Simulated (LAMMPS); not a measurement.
LAMMPS 22 Jul 2025, classical MD, SNAP (Ni_Zuo_JPCA2020.snapcoeff): Ni, 2048 atoms.

```text
units metal
atom_style atomic
read_data unit.data
replicate 8 8 8
pair_style snap
pair_coeff * * Ni_Zuo_JPCA2020.snapcoeff Ni_Zuo_JPCA2020.snapparam Ni
change_box all z delta 0.0 $(2*lz) units box
velocity all create 1600 4928 dist gaussian loop geom
fix 1 all nve
fix 2 all langevin 800 800 0.04 9876 zero yes
timestep 0.001
thermo 100
run 300
reset_timestep 0
write_restart start.rst
```

```text
processors 1 1 64
read_restart start.rst
pair_style snap
pair_coeff * * Ni_Zuo_JPCA2020.snapcoeff Ni_Zuo_JPCA2020.snapparam Ni
neighbor 2.0 bin
neigh_modify every 1 delay 0 check yes
fix 1 all nve
timestep 0.001
thermo_style custom step temp pe etotal press
thermo_modify format float %.10g
thermo 100
group probe id 1:48
dump probe probe custom 1000000 forces.txt id fx fy fz
dump_modify probe sort id format float %.8g
run 300
```

```bash
# ahead of the timed run: OMP_NUM_THREADS=1 mpirun -np 48 lmp -in in.warm -log none -nocite
OMP_NUM_THREADS=1 mpirun -np 64 lmp -in in.lmp -log log.lammps -nocite
```

Hardware: Arm Neoverse V2, 96 cores on 1 socket, no SMT, 1 L3 cache group.

On 64 ranks this takes 4.7 s. Wall times, medians of two to five repeats, each run alone on the node (launch to exit). Unless noted, each process is bound to its own block of adjacent cores. The build: PyPI wheel: MPICH, OPENMP and OPT packages; another build can shift the numbers. Scratch files lie in a memory file system. A preparatory run goes ahead and isn't timed.

Problem. What should be changed to get the same answer (within 1.0 meV/atom in energy, 10 meV/Å in forces on 48 atoms, 0.20 meV an atom in drift of the total energy) sooner? Keep to 64 cores.

Solution. Several could match; the one computed here: going from processors = 1 1 64 to processors = 8 8 1, one of the fastest among the values tried that keep the result.

```diff
-processors 1 1 64
+processors 8 8 1
```

Time: 4.7 s to 1.8 s (2.6× as fast). The largest move is in other (Other): 2.9 s to 0.059 s. The slowest rank's pair time is 4.08 times the mean in the first run and 1.19 times in the second; the others wait. What the program resolved moves too: grid of ranks from 1 by 1 by 64 to 8 by 8 by 1. These two results differ by: energy equal as printed, forces on 48 atoms equal as printed, drift of the total energy equal as printed. Others tried: processors = * * 1 (1.8 s); processors = 64 1 1 (3.1 s); processors = * * * (default) (3.8 s); processors = 4 4 4 (3.8 s).
